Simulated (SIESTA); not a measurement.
A self-consistent single point of Ag₂F₃ (R-3c, 10 atoms in the cell) with SIESTA.

Level of theory: GGA PBEsol, numerical atomic orbitals DZP, PseudoDojo PBEsol standard norm-conserving potentials (rewritten from UPF to PSML) (SIESTA).

```yaml
crystal:
  lattice:
    - [2.87382, 1.65920, 5.32333]
    - [-2.87382, 1.65920, 5.32333]
    - [0.00000, -3.31840, 5.32333]
  atoms:
    - { symbol: Ag, position: [0.84749, 0.84749, 0.84749], spin: 1.0 }
    - { symbol: Ag, position: [0.15251, 0.15251, 0.15251], spin: 1.0 }
    - { symbol: Ag, position: [0.65251, 0.65251, 0.65251], spin: 1.0 }
    - { symbol: Ag, position: [0.34749, 0.34749, 0.34749], spin: 1.0 }
    - { symbol: F, position: [0.55864, 0.25000, 0.94136] }
    - { symbol: F, position: [0.44135, 0.75000, 0.05865] }
    - { symbol: F, position: [0.94136, 0.55864, 0.25000] }
    - { symbol: F, position: [0.05865, 0.44135, 0.75000] }
    - { symbol: F, position: [0.25000, 0.94136, 0.55864] }
    - { symbol: F, position: [0.75000, 0.05865, 0.44135] }
```
(The spins are starting values, not results.)

Reference input (self-consistent single point, DFT, GGA PBEsol, numerical atomic orbitals DZP, PseudoDojo PBEsol standard norm-conserving potentials (rewritten from UPF to PSML)): XC.functional = GGA; XC.authors = PBEsol; potentials = PseudoDojo PBEsol standard; PAO.BasisSize = DZP; PAO.EnergyShift = 0.01 Ry; MeshCutoff = 300 Ry; kgrid.MonkhorstPack = 5 5 5; OccupationFunction = FD; ElectronicTemperature = 0.1 eV; Spin = polarized; MaxSCFIterations = 150; SCF.Mixer.Method = Pulay. This run's input differs from it in these lines:

```diff
@@ -40,4 +40,5 @@
 %endblock kgrid.MonkhorstPack
-OccupationFunction           FD
-ElectronicTemperature        0.1 eV
+OccupationFunction           MP
+OccupationMPOrder            1
+ElectronicTemperature        0.2 eV
 Spin                         polarized
```

The program printed (abridged):

```
        iscf     Eharris(eV)        E_KS(eV)     FreeEng(eV)     dDmax    Ef(eV) dHmax(eV)
   scf:    1   -20793.570509   -20831.219815   -20831.232010  0.531422 -1.928699 16.167231
     spin moment: {S} , |S| = {        0.0        0.0    1.88142 }     1.88142
   scf:    2   -20859.443906   -20846.373927   -20846.391079  0.104630 -2.820312 11.005283
     spin moment: {S} , |S| = {        0.0        0.0    1.61149 }     1.61149
   scf:    3   -20862.369253   -20857.748814   -20857.773766  0.211732 -4.423738  1.744584
     spin moment: {S} , |S| = {        0.0        0.0    1.20459 }     1.20459
   [... lines left out ...]
     spin moment: {S} , |S| = {        0.0        0.0    1.95493 }     1.95493
   scf:   21   -20858.213711   -20858.213701   -20858.207566  0.000012 -5.010996  0.000278
     spin moment: {S} , |S| = {        0.0        0.0    1.95508 }     1.95508
   scf:   22   -20858.213705   -20858.213703   -20858.207566  0.000023 -5.011038  0.000276
     spin moment: {S} , |S| = {        0.0        0.0    1.95509 }     1.95509
   scf:   23   -20858.213693   -20858.213698   -20858.207566  0.000004 -5.011060  0.000325
     spin moment: {S} , |S| = {        0.0        0.0    1.95500 }     1.95500
SCF Convergence by DM+H criterion
max |DM_out - DM_in|         :     0.0000043098
max |H_out - H_in|      (eV) :     0.0003251530
SCF cycle converged after 23 iterations

Using DM_out to compute the final energy and forces

siesta: E_KS(eV) =           -20858.2137

siesta: E_KS - E_eggbox =    -20858.2137

siesta: Atomic forces (eV/Ang):
     1   -0.000000    0.000000   -0.082572
     2    0.000000   -0.000000    0.082571
     3   -0.000000   -0.000000    0.082571
     4    0.000000    0.000000   -0.082572
     5   -0.028782   -0.049852    0.000000
     6    0.028782    0.049852   -0.000000
     7    0.057564    0.000000    0.000000
     8   -0.057564    0.000000    0.000000
     9   -0.028782    0.049852   -0.000000
    10    0.028782   -0.049852    0.000000
   Tot    0.000000    0.000000    0.000000
   Max    0.082572
   [... lines left out ...]
siesta: FreeEng =    -20858.207566
siesta: Cell volume =        152.297565 Ang**3
siesta:         -46.60738511        -46.13622931  kBar
   [... lines left out ...]
     3     0.367192   18.632808    0.302296  Ag
     4     0.367192   18.632808    0.302296  Ag
     5    -0.244795    7.244795    0.124304  F
     6    -0.244795    7.244795    0.124304  F
     7    -0.244795    7.244795    0.124304  F
     8    -0.244795    7.244795    0.124304  F
     9    -0.244795    7.244795    0.124304  F
    10    -0.244795    7.244795    0.124304  F
 Total    -0.000000                1.955004
```

The run converged in 23 iterations. Against the reference run the free energy goes up by 16.6 meV/atom, the pressure hardly changes (-4.61 to -4.66 GPa), the largest force goes from 0.070 to 0.083 eV/Å and the size of the net moment goes from 0.00 to 0.20 μB/atom.

The starting cell comes from a database of computed structures (which also holds hypothetical and non-ambient phases and stackings), without a prior relaxation at this level. The magnetic order is the one reached from the typed start; others were not searched systematically. Values carry the incompleteness of an atom-centred basis. With a pressure of about -5 GPa the cell is away from its equilibrium volume at this level. The run gives no clean gap (levels at the Fermi energy touch, overlap or are partly filled at this smearing), which alone does not show that the compound is a metal.

Cost on one core of a shared machine: roughly 3 min.
